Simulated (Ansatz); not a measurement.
**Worked example: self-consistent single point of Ge2Mo (Fddd, 6 atoms in the cell) in Ansatz (a quantum-chemistry and plane-wave program)**

Method of the run: PBE (plane waves, PAW; Ansatz).

This input was run:

Ansatz 0.2 input:
```yaml
# Ge2Mo
crystal:
  lattice:
    - [0.000000, 4.157625, 4.300150]
    - [2.413979, 0.000000, 4.300150]
    - [2.413979, 4.157625, 0.000000]
  atoms:
    - { symbol: Ge, position: [0.663500, 0.336500, 0.663500] }
    - { symbol: Ge, position: [0.336500, 0.663500, 0.336500] }
    - { symbol: Ge, position: [0.586500, 0.913500, 0.586500] }
    - { symbol: Ge, position: [0.913500, 0.586500, 0.913500] }
    - { symbol: Mo, position: [0.000000, 0.000000, 0.000000] }
    - { symbol: Mo, position: [0.250000, 0.250000, 0.250000] }
kpoints:
  mp_grid: { grid: [7, 7, 7] }
hamiltonian:
  xc: pbe
  pseudopotentials: { kind: paw }
scf:
  occupations: { method: cold, width: 0.1 eV }
output:
  forces: true
  eigenvalues: true
  stress: true
```

The program printed (abridged):

```
WARN basis.ecutwfc = 420 eV, the default
WARN ansatz: RAYON_NUM_THREADS=1 ignored (pool sized by the plan → 1); use --threads N
Pseudopotentials: kind: paw
Pseudopotential: Ge, paw, valence charge 14
Pseudopotential: Mo, paw, valence charge 14
Crystal: 6 atoms, lattice volume = 86.316 Å³
Basis set: ecut = 420 eV, 1639 PW (Γ), exchange–correlation on 80×72×72 points (8 copies of the dense FFT grid, shifted against one another)
Bands: 51, of which v1, the nominal top of the filled ones, is band 42 counted from 1 (41 counted from 0)
Symmetry: 8 space group operations
Space group: Fddd (ITA 70), of the structure as read, at distance tolerance 4.4e-5 Å
k-points: 64 of 343
Initial density: superposition of atomic densities (neutral atoms: chi_scale 0, normalization atom), corrected by the library's trained network
Initial wavefunctions: pseudopotential atomic-orbital guess
Eigensolver: davidson
Functional: x = pbe(κ = 0.804, μ = 0.2195149727645171), c = pbe(β = 0.06672455060314922)
SCF iter   1: F=—  HF=-27091.949826 eV  |F-HF|=—  |Δ(HF+E_count)|=         —  Δρ=9.54e-3  dr2=1.34e-1  ethr=1.77e-3  ⟨swp⟩=6.0  Hψ=11148  notcnv=0
all-band conjugate gradients solve this SCF's bands
preconditioner: auto → Kerker (q_TF=auto, 2.716 Å⁻¹)
SCF iter   2: F=—  HF=-27091.935706 eV  |F-HF|=—  |Δ(HF+E_count)|=   1.41e-2  S|Δr|=    0.00e0  Δρ=5.29e-3  dr2=4.15e-2  ethr=1.60e-4  ⟨swp⟩=1.0  Hψ=3776  notcnv=0  defer=2
SCF iter   3: F=—  HF=-27091.928997 eV  |F-HF|=—  |Δ(HF+E_count)|=   6.71e-3  S|Δr|=    0.00e0  Δρ=9.83e-4  dr2=9.98e-4  ethr=4.94e-5  ⟨swp⟩=2.0  Hψ=3536  notcnv=0  defer=2
SCF iter   4: F=—  HF=-27091.928683 eV  |F-HF|=—  |Δ(HF+E_count)|=   3.14e-4  S|Δr|=    0.00e0  Δρ=3.38e-4  dr2=7.19e-5  ethr=1.19e-6  ⟨swp⟩=2.0  Hψ=5219  notcnv=0  defer=2
SCF iter   5: F=—  HF=-27091.928655 eV  |F-HF|=—  |Δ(HF+E_count)|=   2.76e-5  S|Δr|=    0.00e0  Δρ=8.38e-5  dr2=3.39e-6  ethr=8.56e-8  ⟨swp⟩=2.0  Hψ=5473  notcnv=0  defer=2
SCF iter   6: F=—  HF=-27091.928656 eV  |F-HF|=—  |Δ(HF+E_count)|=   6.41e-7  S|Δr|=    0.00e0  Δρ=1.68e-5  dr2=2.20e-7  ethr=4.03e-9  ⟨swp⟩=3.0  Hψ=6048  notcnv=0  defer=2
SCF iter   7: F=-27091.928656 eV  HF=-27091.928656 eV  |F-HF|=7.71e-10  |Δ(HF+E_count)|=   8.11e-9  S|Δr|=    0.00e0  Δρ=3.85e-6  dr2=1.05e-8  ethr=1.19e-10  ⟨swp⟩=8.2  Hψ=12124  notcnv=0
SCF 1 converged in 7 iterations: F = -27091.928656 eV  dr2 = 1.05e-8
SCF converged after 7 iterations
Stability not checked (fill_not_monotonic)
Free energy (F): -27091.928656 eV
Harris-Foulkes:  -27091.928656 eV  (|F-HF|=7.71e-10)
Internal energy: -27091.931682 eV  (E = F + TS)
E sigma→0 (E₀):  -27091.929665 eV
Entropy (-TS):   0.003027 eV (0.504 meV/atom)
Fermi energy:    18.389041 eV
--- Per-component energies (eV) ---
  E_band       = -272.116886
  E_kinetic    = 1347.014389
  E_local      = -9109.786452  (includes V_loc(G=0)·N_el)
  E_nonlocal   = 1965.641657
  E_hartree    = 3898.515988
  E_xc         = -677.861051
  E_vxc        = -728.401377  (∫ρ·V_xc dr)
  E_paw        = -14485.172252  (= ΣΔE_a)
  E_vpaw       = -1543.616908  (= ΣTr[D̂ρ^β])
  E_aug_tail   = 0.001358  (compensation charges beyond the density's cutoff)
  E_ewald      = -10030.285319
  E_smearing   = 0.003027  (= −TS)
  E_closure    = -0.000000  (closes the sum)
  Σ components = -27091.928656   (vs F -27091.928656, Δ=0.00e0)
--- Forces (eV/Å), atoms counted from 1 ---
  atom   1  Ge     0.00000000     0.17023049     0.00000000
  atom   2  Ge     0.00000000    -0.17023049     0.00000000
  atom   3  Ge     0.00000000    -0.17023049     0.00000000
  atom   4  Ge     0.00000000     0.17023049     0.00000000
  atom   5  Mo     0.00000000     0.00000000     0.00000000
  atom   6  Mo    -0.00000000     0.00000000     0.00000000
  max |Σ_I F_I| component: 5.55e-17 eV/Å
--- Stress (GPa, compression-positive) ---
        8.626247       0.000000       0.000000
        0.000000      15.069093       0.000000
        0.000000       0.000000      19.030648
  P = ⅓ Tr σ = 14.2420 GPa (142.420 kbar)
  The stress holds the Pulay correction. Without it, at fixed plane waves, as pw.x and ABINIT print it: P = 14.1910 GPa
--- Band table (eV; the first three rows and the last of 64) ---
  k-point 0: bands = ["-42.5867", "-42.5545", "-16.9089", "-16.7900", "-16.7673", "-16.7509", "-16.7389", "-16.5940", "-6.9313", "-6.8966", "-6.8421", "-6.8410", "-6.7861", "-6.7847", "-6.7833", "-6.7672", "-6.7607", "-6.7529", "-6.7350", "-6.7107", [...]
  k-point 1: bands = ["-42.5854", "-42.5557", "-16.9068", "-16.7946", "-16.7783", "-16.7555", "-16.7218", "-16.5972", "-6.9308", "-6.9020", "-6.8397", "-6.8275", "-6.8060", "-6.7933", "-6.7770", "-6.7666", "-6.7577", "-6.7519", "-6.7347", "-6.7114", [...]
  k-point 2: bands = ["-42.5823", "-42.5587", "-16.9008", "-16.8137", "-16.7907", "-16.7524", "-16.7003", "-16.6052", "-6.9255", "-6.9067", "-6.8517", "-6.8299", "-6.8042", "-6.8004", "-6.7832", "-6.7691", "-6.7568", "-6.7401", "-6.7240", "-6.7110", [...]
  k-point 63: bands = ["-42.5712", "-42.5696", "-16.8516", "-16.8349", "-16.8049", "-16.7935", "-16.6474", "-16.6429", "-6.9145", "-6.9131", "-6.8441", "-6.8377", "-6.7822", "-6.7795", "-6.7707", "-6.7552", "-6.7443", "-6.7442", "-6.7257", [...]
```

The run converged in 7 iterations.

The starting cell was generated: these elements placed on a structure prototype, without a prior relaxation; it need not be a known phase or ordering of this composition. Its lattice was rescaled by a random factor within 2.5 % of one. Spin polarisation is off. With a pressure of about 14 GPa the cell is away from its equilibrium volume at this level. Ansatz's pressure includes its estimate of the finite-basis (Pulay) stress.
